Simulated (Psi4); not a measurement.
Psi4 1.11, HF/def2-svp: C[Si](C)(C)N[Si](F)(F)F, 19 atoms. The geometry is a generated start, not checked to be a minimum at this level.

```json
{
 "task": "energy",
 "method": "scf",
 "basis": "def2-svp",
 "memory": "3 GB",
 "maxiter": "100",
 "keys_of_the_molecule_block": "symmetry c1",
 "scf_type": "df (default)",
 "e_convergence": "1e-06 (default)",
 "d_convergence": "1e-06 (default)",
 "basis_functions": "184"
}
```

```xyz
19

Si     2.5475    -0.2019    -0.2436
F      3.0073     1.3007    -0.4875
F      3.6142    -1.1057    -0.9884
F      2.7863    -0.4141     1.3055
N      0.9762    -0.5767    -0.7316
Si    -0.5413    -0.0179    -0.0178
C     -0.8050     1.8118    -0.4857
C     -1.8709    -1.1446    -0.7849
C     -0.4186    -0.2348     1.8644
H      0.8964    -1.0302    -1.6255
H     -0.8202     1.9531    -1.5634
H     -1.7437     2.1910    -0.0937
H     -0.0064     2.4352    -0.0915
H     -2.8554    -0.8769    -0.4181
H     -1.8942    -1.0634    -1.8673
H     -1.7005    -2.1866    -0.5348
H      0.3692     0.3859     2.2789
H     -0.1929    -1.2632     2.1300
H     -1.3480     0.0385     2.3552
```

With the defaults (damping_percentage = 0, diis = true, scf_initial_accelerator = adiis, level_shift = 0, level_shift_cutoff = 0.01, diis_max_vecs = 10, guess = auto, which took SAD) it converges in 7 SCF iterations. One run each on 2 threads, with these changes:
- diis_max_vecs = 20
- guess = sapgau
- level_shift = 0.5, level_shift_cutoff = 0.001
- scf_initial_accelerator = none
- scf_initial_accelerator = ediis
- damping_percentage = 20
- damping_percentage = 60
- damping_percentage = 60, diis = false, scf_initial_accelerator = none
- guess = sadno

Q: Which runs fail or end elsewhere than the default run?

A: No convergence: damping_percentage = 60 (the run ends without SCF convergence in 100 iterations). The rest reach the solution of the defaults.

```json
[
 {"setting": "the defaults", "SCF iterations": "7", "end": "same solution"},
 {"setting": "scf_initial_accelerator = ediis", "SCF iterations": "7", "end": "same solution"},
 {"setting": "scf_initial_accelerator = none", "SCF iterations": "7", "end": "same solution"},
 {"setting": "diis_max_vecs = 20", "SCF iterations": "7", "end": "same solution"},
 {"setting": "level_shift = 0.5, level_shift_cutoff = 0.001", "SCF iterations": "8", "end": "same solution"},
 {"setting": "guess = sadno", "SCF iterations": "8", "end": "same solution"},
 {"setting": "guess = sapgau", "SCF iterations": "9", "end": "same solution"},
 {"setting": "damping_percentage = 20", "SCF iterations": "15", "end": "same solution"},
 {"setting": "damping_percentage = 60, diis = false, scf_initial_accelerator = none", "SCF iterations": "25", "end": "same solution"},
 {"setting": "damping_percentage = 60", "SCF iterations": "100", "end": "no convergence"}
]
```
